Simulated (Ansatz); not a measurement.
HfO₂ (model structure, started from the 3R-MoS2 type, R3m, No. 160, 3 atoms in the cell), treated with PBEsol (Ansatz, a program for electronic structure, plane waves, PAW).

Settings: plane-wave cutoff 520 eV, 14×14×14 k mesh, Fermi–Dirac smearing 0.01 eV, scalar-relativistic PAW data made under PBE.

Cell (relaxed at this level):

```xyz
3
Lattice="1.5433 0.8910 5.1245 -1.5433 0.8910 5.1245 0.0000 -1.7821 5.1245" Properties=species:S:1:pos:R:3 pbc="T T T"
Hf     0.0000     0.0000    -0.0012
O      0.0000     0.0000    11.4056
O      0.0000     0.0000     9.0932
```

**Question.** Estimate the band gap and Γ–Γ gap that the calculation returns.

**Answer.** 
- band gap: 1.63 eV (on the SCF k mesh)
- Γ–Γ gap: 2.99 eV

Note: the relaxation could raise the start's symmetry but not lower it, so the cell can be a saddle point; the cell has widely spaced layers and the level no dispersion term, so their spacing and the moduli can rest on weak binding.

Spin–orbit coupling is not included.

Static lattice: no zero-point or thermal effects.

The result took roughly 5 core-minutes.

A model structure was made by putting elements into a prototype or built by hand; it is no filed structure, need not be a known phase, and can be a saddle point held by its symmetry.
